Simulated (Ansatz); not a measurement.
Amorphous Ti₂₀O₄₁Ca, 62 atoms at 3.59 g/cm³, one PBE-relaxed geometry, zone centre. Methods: PBE, scalar-relativistic without spin-orbit coupling (Ansatz, a program for electronic structure); r2SCAN, scalar-relativistic without spin-orbit coupling (Ansatz); HSE06, scalar-relativistic without spin-orbit coupling (Ansatz). Plane waves to 420 eV (r2SCAN 500 eV); exact exchange is cut at the cell's faces. At PBE the levels at the filled edge of the gap are localised (band-tail or defect states). All rungs ran without spin polarisation.

It comes from a melt-quench run on a machine-learned potential (CHGNet), relaxed afterwards by DFT. O atoms were pushed apart under 1.9 Å during the dynamics, to hinder bonds among them. The hot cell started wider than the set density and was brought back towards it in steps. It is the lowest in DFT energy of 2 quenches. It is a model cell: composition and starting density were chosen by hand, and all elements were melted together. No dispersion term was used. Its density started from a set value of 3.59 and ended at 3.59 g/cm³. The simulated quench (nominally 240 K/ps over its main leg) is rapid and tends to freeze in more defects than a deposited or slowly cooled glass has. A cell of this size samples the disorder only roughly. The volume was held where the preparation left it and the shape relaxed, at a PBE pressure of 0.5 GPa. Stress components on the final sampling reach 0.5 GPa.

The relaxation ran on the zone centre alone. At PBE the level gap is 2.62 eV on a 2×2×2 Γ-centred mesh, and the spacing at the zone centre alone 2.75 eV.

Task: What zone-centre spacing does r2SCAN give, roughly?

Result: 3.08 eV (+0.32 eV against PBE).

Task: What zone-centre spacing does HSE06 give, roughly?

Result: 4.27 eV (+1.51 eV against PBE).

The highest filled and the lowest empty state spread over these numbers of atoms (participation numbers): PBE: 9.6 and 9.9; r2SCAN: 8.8 and 8.2; HSE06: 8.6 and 9.2.
